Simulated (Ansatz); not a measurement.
Zr₂N₂O (Cc, No. 9, 10 atoms in the cell; start mp-1101159)

The numbers are results of PBE0 in Ansatz (PAW), not measurements.

Run with plane-wave cutoff 460 eV, 6×6×6 k mesh, Fermi–Dirac smearing 0.01 eV, scalar-relativistic PAW data made under PBE.

Cell (relaxed with PBEsol):

Space group Cc (No. 9); a = 9.400 Å, b = 5.553 Å, c = 5.826 Å, α = γ = 90.00°, β = 123.52°

```tsv
atom	site	symmetry	x	y	z
Zr	4a	1	0.0983	0.2332	0.0757
Zr	4a	1	0.3880	0.2392	0.9255
N	4a	1	0.0056	0.0454	0.2653
N	4a	1	0.3555	0.1004	0.2472
O	4a	1	0.1526	0.5958	0.2364
```
(The calculation used a cell of 10 atoms; values per cell refer to that cell.)

```json
{
  "band_gap": "3.92 eV (on the SCF k mesh)",
  "Γ–Γ gap": "4.81 eV"
}
```

Note: cell and atoms aren't relaxed at this level (pressure 1.3 GPa).

Spin–orbit coupling is not included.

Static lattice: no zero-point or thermal effects.

Cost on a shared machine: around 21 core-minutes (rough).

A start named mp-… is a Materials Project structure, which need not be a measured phase.

Ansatz is a first-principles code.
